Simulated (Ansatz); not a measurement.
Base system: BN in the zinc blende structure (space group F-43m, No. 216; a = 3.606 Å). Axes: x, y, z lie along the cube axes.

Modification: uniaxial stress, 2 GPa tension along x; all other stress components relax to zero.

Levels (all Ansatz, a first-principles code, PAW): PBEsol (420 eV, without spin-orbit coupling); r2SCAN (500 eV, without spin-orbit coupling); HSE06 (420 eV, no spin-orbit coupling).

One geometry, relaxed with PBEsol, under each level:

| level | band gap | lowest conduction level above the VBM at special points | electron mass | pressure |
|---|---|---|---|---|
| PBEsol | 4.27 eV | X 4.27 eV; M 4.32 eV; S 6.83 eV; S₀ 6.83 eV | 0.89 mₑ along k, 0.29 mₑ across (at X) | -6.7 kbar |
| r2SCAN | 4.97 eV | X 4.97 eV; M 5.03 eV; S 7.59 eV; S₀ 7.59 eV | 0.87 mₑ along k, 0.29 mₑ across (at X) | 6.5 kbar |
| HSE06 | [?] | [?] | – | – |

Problem. Give the withheld HSE06 results.

Solution. 
- HSE06, band gap: 5.77 eV
- HSE06, lowest conduction level above the VBM at special points: X 5.77 eV; M 5.82 eV; S 8.45 eV; Γ 10.58 eV

Single points use the geometry relaxed with PBEsol. Their cutoffs differ, which shifts pressures a little. The hybrid gap comes from the SCF mesh plus the semilocal run's edge points and a few special points and is an upper bound. Load acts through the strain it causes; cell and atoms are relaxed under it. Effective masses come from finite differences of ±0.01 Å⁻¹. Along k means along the line from Γ to the band edge. Stability under load was not tested beyond the relaxation. Labels are those of the standard path for the cell's own space group.
